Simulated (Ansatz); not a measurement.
Consider WO3 (space group Pbcm, No. 57; a = 3.8859 Å, b = 7.6568 Å, c = 7.4766 Å; a cell from a computed database, its experimental status unchecked). Axes: x, y, z lie along a, b, c of the conventional cell.

The values are results of Kohn–Sham DFT with the PBEsol functional, run in Ansatz (a quantum-chemistry and plane-wave program) with PAW and 420 eV plane waves, scalar-relativistic without spin-orbit coupling, not measurements.

Before the change:

```
Item                            Result
-----------------------------  -------
Width of the top valence band  0.82 eV
Smallest direct gap            1.20 eV
```

Now apply this change: uniaxial strain ε_xx = −2.03 %, all other strain components held at zero; the atoms relax in the strained cell.

Q: Estimate the effect on the stress, width of the top valence band and smallest direct gap.

A: The stress (xx, yy, zz, yz, xz, xy; compression positive) comes out as (5.50, 3.08, 2.13, 0.00, 0.00, 0.00) GPa; the width of the top valence band hardly moves (0.82 eV against 0.84 eV); the smallest direct gap shrinks by 0.03 eV to 1.17 eV.

With W present, leaving out spin-orbit coupling can change the band edges. Whether these cells are dynamically stable was not tested.
